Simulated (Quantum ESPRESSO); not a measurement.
Worked example: self-consistent single point of VN (Fm-3m, 2 atoms in the cell) in Quantum ESPRESSO.

Level of theory: PBE+U, GBRV 1.5 ultrasoft (PBE) pseudopotentials (plane waves; Quantum ESPRESSO).

```xyz
2
Lattice="0.0000 2.0625 2.0625 2.0625 0.0000 2.0625 2.0625 2.0625 0.0000" Properties=species:S:1:pos:R:3 pbc="T T T"
V      0.0000     0.0000     0.0000
N      2.0625     2.0625     2.0625
```

Reference input (self-consistent single point, DFT, PBE, plane waves, GBRV 1.5 ultrasoft (PBE) pseudopotentials): ecutwfc = 50 Ry; ecutrho = 400 Ry; occupations = smearing; smearing = methfessel-paxton; degauss = 0.0036749 Ry; potentials = {V: v_pbe_v1.4.uspp.F.UPF, N: n_pbe_v1.2.uspp.F.UPF}; K_POINTS = automatic 9 9 9 0 0 0; conv_thr = 1e-10 Ry; mixing_beta = 0.5. This run's input differs from it in these lines:

```diff
@@ -35,2 +35,4 @@
    2.06246500     2.06246500     0.00000000
+HUBBARD {atomic}
+U V-3d 1
```

Output, abridged:

```
     Self-consistent Calculation

     iteration #  1     ecut=    50.00 Ry     beta= 0.50

---- Real-time Memory Report at c_bands before calling an iterative solver
           102 MiB given to the printing process from OS
            23 MiB allocation reported by mallinfo(arena+hblkhd)
------------------

     =================== HUBBARD OCCUPATIONS ===================
     ------------------------ ATOM    1 ------------------------
     Tr[ns(  1)] =   4.14244
     eigenvalues:
       0.356  0.356  0.453  0.453  0.453

     Number of occupied Hubbard levels =    4.1424

     negative rho (up, down):  7.173E-04 0.000E+00

   [... lines left out ...]

     iteration # 12     ecut=    50.00 Ry     beta= 0.50

---- Real-time Memory Report at c_bands before calling an iterative solver
           122 MiB given to the printing process from OS
            38 MiB allocation reported by mallinfo(arena+hblkhd)
------------------

     =================== HUBBARD OCCUPATIONS ===================
     ------------------------ ATOM    1 ------------------------
     Tr[ns(  1)] =   4.94391
     eigenvalues:
       0.474  0.474  0.508  0.508  0.508

     Number of occupied Hubbard levels =    4.9439

     negative rho (up, down):  6.806E-04 0.000E+00

     HUBBARD ENERGY =    0.0918  (Ry)
     End of self-consistent calculation

     the Fermi energy is    18.3664 ev

!    total energy              =    -165.26829424 Ry
     estimated scf accuracy    <          8.9E-11 Ry
     smearing contrib. (-TS)   =      -0.00010636 Ry
     internal energy E=F+TS    =    -165.26818788 Ry

     Hubbard energy            =       0.09175834 Ry

     convergence has been achieved in  12 iterations

     negative rho (up, down):  6.806E-04 0.000E+00

     Forces acting on atoms (cartesian axes, Ry/au):

     atom    1 type  1   force =    -0.00000000    0.00000000   -0.00000000
     atom    2 type  2   force =     0.00000000   -0.00000000    0.00000000

     Total force =     0.000000     Total SCF correction =     0.000000

     negative rho (up, down):  6.806E-04 0.000E+00
          total   stress  (Ry/bohr**3)                   (kbar)     P=      -18.59
  -0.00012636  -0.00000000   0.00000000          -18.59       -0.00        0.00
  -0.00000000  -0.00012636  -0.00000000           -0.00      -18.59       -0.00
   0.00000000  -0.00000000  -0.00012636            0.00       -0.00      -18.59

   JOB DONE.
```

The run converged in 12 iterations. Against the reference run the pressure goes from -2.02 to -1.86 GPa.

The starting cell comes from a database of computed structures (which also holds hypothetical and non-ambient phases and stackings), without a prior relaxation at this level. Spin polarisation is off, so a magnetic state, if there is one, cannot be reached. The U value is a test value, and with U on an open shell several self-consistent states can exist.
